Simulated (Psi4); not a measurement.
Psi4 1.11, PBE/def2-svpd: Cr(O)2(Br)(OMe) (C[O][Cr](=[O])(=[O])[Br]), 9 atoms. The geometry is a generated start, not checked to be a minimum at this level.

```
Item                                  Value
--------------------------  ---------------
task                                 energy
method                                  pbe
basis                             def2-svpd
memory                                 3 GB
maxiter                                 100
keys of the molecule block      symmetry c1
scf_type                       df (default)
e_convergence               1e-06 (default)
d_convergence               1e-06 (default)
dft_radial_points              75 (default)
dft_spherical_points          302 (default)
basis functions                         188
grid points                          194630
```

```xyz
9

Cr    -0.6863     1.1265     0.5515
O     -0.3173     2.5118    -0.0385
O     -0.8464     1.1192     2.0950
Br    -2.7998     0.8122    -0.1695
O      0.1525    -0.1423    -0.0594
C      0.9593    -1.1499    -0.5107
H      0.4283    -2.1077    -0.4255
H      1.2484    -0.9740    -1.5577
H      1.8612    -1.1957     0.1149
```

Charge 0 and multiplicity 1 are set for this test and not shown to be the ground state.

With the defaults (diis_max_vecs = 10, diis = true, scf_initial_accelerator = adiis, damping_percentage = 0, guess = auto, which took SAD) it converges in 21 SCF iterations. One run each on 2 threads, with these changes:
- scf_initial_accelerator = ediis
- guess = sap
- diis_max_vecs = 20
- guess = huckel
- damping_percentage = 20
- diis = false, scf_initial_accelerator = none, damping_percentage = 60
- guess = sapgau
- diis_max_vecs = 6
- diis_max_vecs = 3

Which runs fail or end elsewhere than the default run?

No convergence: diis_max_vecs = 3; diis = false, scf_initial_accelerator = none, damping_percentage = 60 (the run ends without SCF convergence in 100 iterations). The rest reach the solution of the defaults.

```tsv
setting	SCF iterations	end
guess = sap	18	same solution
guess = huckel	19	same solution
scf_initial_accelerator = ediis	19	same solution
diis_max_vecs = 20	20	same solution
the defaults	21	same solution
guess = sapgau	21	same solution
diis_max_vecs = 6	22	same solution
damping_percentage = 20	32	same solution
diis_max_vecs = 3	100	no convergence
diis = false, scf_initial_accelerator = none, damping_percentage = 60	100	no convergence
```

1 further run of the study ended by our limits or in an error and is left out.
